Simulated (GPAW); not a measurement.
**σyy against uniaxial strain in bcc Mo (space group 229): C12 (GPAW, PBEsol)**

```xyz
1
Lattice="-1.5406 1.5640 1.5640 1.5406 -1.5640 1.5640 1.5406 1.5640 -1.5640" Properties=species:S:1:pos:R:3 pbc="T T T"
Mo     0.0000     0.0000     0.0000
```

Computed with PBEsol, GPAW PAW datasets PBEsol (made by gpaw-setup) (plane waves; GPAW). Settings: mode = pw; ecut = 585 eV; xc = PBEsol; kpts = 38 38 38; mesh shift (steps) = 0 0 0; occupations.name = fermi-dirac; occupations.width = 0.05 eV; nbands = -5; convergence.density = 1e-06 e/electron; convergence.energy = 1e-06 eV/electron; symmetry.symmorphic = false; symmetry.tolerance = 0.0005; maxiter = 150. The cell above is the first row's. The rows stretch one cube axis (x) by the strain ε and hold the other two. Stress is positive in tension. In all rows the k mesh is held.

```csv
ε (%),σyy (GPa)
-1.5,-2.56
-1.0,-1.64
-0.5,-0.76
0.0,0.10
0.5,0.93
1.0,1.74
1.5,2.53
2.0,?
```

Fit σyy of the 7 rows that show it with a parabola. Least squares gives σyy = 0.099 + 1.6943·ε - 0.0505·ε². Residuals (row less fit): -0.004, 0.006, 0.001, 0.001, -0.004, -0.003, 0.003; standard error 0.004 (degrees of freedom: 4). The slope at ε = 0, 1.6943 GPa per cent, gives C12 ≈ 100 × 1.6943 = 169 GPa, for the static lattice.

**Question.** Predict the withheld σyy at ε = 2.0 from the fit, and compare with the calculation.

**Answer.** σyy = 0.099 + 1.6943 × 2.0 - 0.0505 × 2.0² = 3.286 GPa. The calculation gives 3.29 GPa, which the fit meets to the printed digits. The row lies outside the fitted rows, so this is an extrapolation. From the scatter of the fitted rows alone, a prediction at this place has a standard error of 0.008 GPa, so the miss is 0.5 times that.

Carrying the step between the two nearest rows on in a straight line would have given 3.32, off by 0.03; series whose last step already gives the withheld value aren't shown. The reference cell has the volume at which an earlier scan in this program and functional put its minimum by a fit. The unstrained cell stands at a pressure of -0.10 GPa, and the constants belong to that pressure. Spin polarisation is off. Without a gap such slopes are sensitive to mesh and smearing. Cutoffs and mesh are single choices, not tested for convergence of this quantity. Series with a scatter that would blur these digits, or in which a gap closes, are not shown. Strain series were run only where this level's volume lies within 10 % of a first guess from the measured size.
